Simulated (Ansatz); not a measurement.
Effect of x(Zr) = 0.667, 9 atoms, C2/m (arrangement B) on HfS2

The parent structure is HfS₂ in the CdI2 type structure (space group P-3m1, No. 164; a = 3.547 Å, c = 5.577 Å; layered, stacked along the Cartesian z axis).

The other end (x = 1) is ZrS₂ in the CdI2 type structure (space group P-3m1, No. 164; layered, stacked along the Cartesian z axis): 20.48 Å³/atom, gap 0.29 eV.

It is then changed as follows: Zr replaces 66.7 % of the Hf, ordered in a cell of 9 atoms (starting symmetry C2/m) and fully relaxed.

Calculations: Ansatz (a quantum-chemistry and plane-wave program) PBEsol-D3(BJ), scalar-relativistic without spin-orbit coupling. Γ-centred 10×10×4 mesh, Fermi–Dirac width 0.05 eV, for the changed cell.

```json
[
 {"quantity": "volume per atom", "base": "20.26 Å³", "changed": "20.40 Å³", "shift": "+0.14 Å³"},
 {"quantity": "shortest interatomic distance", "base": "2.516 Å", "changed": "2.514 Å", "shift": "-0.002 Å"},
 {"quantity": "band gap", "base": "0.45 eV", "changed": "0.33 eV", "shift": "-0.12 eV"},
 {"quantity": "gap character (in this cell's own zone, which can be folded)", "base": "–", "changed": "indirect, Γ → A", "shift": "–"},
 {"quantity": "valence-band top at Γ (three highest levels, from the VBM)", "base": "0.00, -0.29, -0.29 eV", "changed": "0.00, -0.33, -0.33 eV", "shift": "–"},
 {"quantity": "mixing energy", "base": "–", "changed": "0 meV/atom", "shift": "–"},
 {"quantity": "deviation of the volume from the linear (Vegard-type) interpolation", "base": "–", "changed": "0.0 %", "shift": "–"},
 {"quantity": "bowing parameter b of this ordering, from Eg = [1−x] Eg[0] + x Eg[1] − b x [1−x]", "base": "–", "changed": "0.1 eV", "shift": "–"},
 {"quantity": "mean first-shell distances", "base": "–", "changed": "Hf–S 2.516 Å (end compound 2.516 Å), Zr–S 2.533 Å (end compound 2.533 Å)", "shift": "–"}
]
```

Final structure:

```
CELL_PARAMETERS angstrom
      6.35328    -1.78389     0.00000
      6.35328     1.78389     0.00000
     -1.84698     0.00000     8.10038
ATOMIC_POSITIONS crystal
  Zr 0.66642 0.66642 0.83278
  Hf 0.00000 0.00000 0.50000
  Zr 0.33358 0.33358 0.16722
  S  0.64225 0.64225 0.52152
  S  0.97786 0.97786 0.19171
  S  0.31045 0.31045 0.85645
  S  0.35775 0.35775 0.47848
  S  0.68955 0.68955 0.14355
  S  0.02214 0.02214 0.80829
```

Each cell is one ordered arrangement of few atoms, which overstates ordering effects compared with a random alloy. With Hf present, leaving out spin-orbit coupling can change the band edges. No phonon test of stability was made. A zero or small gap of ZrS2 can be the functional's error rather than a property of the material. k-point labels follow each cell's own Brillouin zone.
